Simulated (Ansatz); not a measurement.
SiO2 (P3_121) under hydrostatic pressure: electron conductivity mass by PBEsol, rigid bands (plane waves, PAW, scalar-relativistic; Ansatz, a quantum-chemistry and plane-wave program). The unloaded cell, whose axes the loads refer to:

O2Si has the trigonal space group P3₁21 (No. 152), Pearson symbol hP9. Cell: a = 4.9489 Å, b = 4.9489 Å, c = 5.4413 Å, α = 90.00°, β = 90.00°, γ = 120.00°. Si on 3a is coordinated by 4 O at 1.619–1.623 Å (tetrahedral). O on 6c sees 2 Si at 1.619–1.623 Å (bent). (Neighbours: up to the widest gap in distance over summed covalent radii, below 1.35, at either atom.)

```json
[
 {"hydrostatic pressure (GPa)": "-2", "volume per atom (Å³)": "13.92", "electron conductivity mass (mₑ)": "0.527"},
 {"hydrostatic pressure (GPa)": "0", "volume per atom (Å³)": "12.82", "electron conductivity mass (mₑ)": "?"},
 {"hydrostatic pressure (GPa)": "5", "volume per atom (Å³)": "11.44", "electron conductivity mass (mₑ)": "0.483"},
 {"hydrostatic pressure (GPa)": "15", "volume per atom (Å³)": "10.03", "electron conductivity mass (mₑ)": "0.463"}
]
```

Fit a straight line to ln(electron conductivity mass) against the load over the rows given, and predict the row at 0 GPa.

The means are x̄ = 6.000 GPa and ȳ = -0.7128; Σ(x − x̄)(y − ȳ) = -1.078 and Σ(x − x̄)² = 146.0, so the slope is -0.738 % per GPa, and the rows given lie within 2.2 % of the line. At 0 GPa the line gives 0.512 mₑ; the calculation gives 0.507 mₑ, 1.1 % from it.

Masses are for dilute carriers at 300 K, harmonic means over directions unless an axis is named. Spin-orbit coupling is left out. Stresses and pressures are the targets of the relaxation. The structure type is held at every load. Geometry: cell and atoms relaxed with PBEsol.
